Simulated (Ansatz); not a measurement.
The starting structures come from a database of crystals and need not be the phases stable at ambient conditions.

Here is the system:

```
BaZn2As2
1.0
    4.26305     0.00000     0.00000
    0.00000    14.82922     0.00000
    0.00000     6.81445     7.39028
Ba Zn As
4 8 8
Cartesian
  3.19729  10.48600   0.54740
  1.06576  11.15767   6.84288
  1.06576   6.51745   4.28466
  3.19729  15.12621   3.10562
  1.06576   3.13110   2.58593
  3.19729  18.51257   4.80435
  3.19729  11.90505   4.06015
  1.06576   9.73862   3.33013
  1.06576  13.56600   0.52116
  3.19729   8.07766   6.86912
  3.19729   6.79291   1.21688
  1.06576  14.85076   6.17340
  1.06576   8.10004   1.40031
  3.19729  13.54363   5.98997
  3.19729  20.30343   6.59376
  1.06576   1.34023   0.79652
  1.06576  17.11233   5.03071
  3.19729   4.53134   2.35957
  3.19729   9.39966   4.70746
  1.06576  12.24401   2.68282
```

Space group of this cell: Pnma. The cell is taken as given; by PBEsol its mean pressure is -2.2 GPa.

Transport runs along the normal of the first two printed cell vectors.

The gap is the functional's own, uncorrected, and κ follows it; spin-orbit coupling is left out. Mid-gap values are interpolated between the computed energies.

**Question.** Estimate the band gap and the smallest decay constant κ at mid-gap that Ansatz (an electronic-structure program) with PBEsol returns for this system.

**Answer.** Gap 0.21 eV on a 8×4×4 mesh; κ = 0.036 1/Å, at the zone centre.
